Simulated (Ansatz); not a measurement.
Take TiC in the rock salt structure (space group Fm-3m, No. 225; a = 4.261 Å; relaxed with 0.1 eV smearing) as the base. Axes: x, y, z lie along the cube axes.

Method: Kohn–Sham DFT with the LDA functional, run in Ansatz (an electronic-structure program) with PAW and 420 eV plane waves, spin-orbit coupling left out.

Strains are applied to the cell and any free atomic positions relax; under biaxial strain the out-of-plane vector relaxes too.

One change was made to it. Results:

| quantity | base | after |
|---|---|---|
| energy relative to the base (free energy F) | 0 meV/atom | +3.8 meV/atom |
| volume per atom | 9.67 Å³ | 9.82 Å³ |

What was done to the base?
(A) biaxial strain −3.00 %, plane normal [001], relaxed out of plane
(B) biaxial strain +1.00 %, plane normal [001], relaxed out of plane
(C) biaxial strain +3.00 %, plane normal [001], relaxed out of plane

B, biaxial strain +1.00 %, plane normal [001], relaxed out of plane. For comparison, the energy relative to the base in the other runs: biaxial strain −3.00 %, plane normal [001], relaxed out of plane gives +40 meV/atom; biaxial strain +3.00 %, plane normal [001], relaxed out of plane gives +32 meV/atom.

Stability against distortions was not tested. All final runs are without spin polarisation.
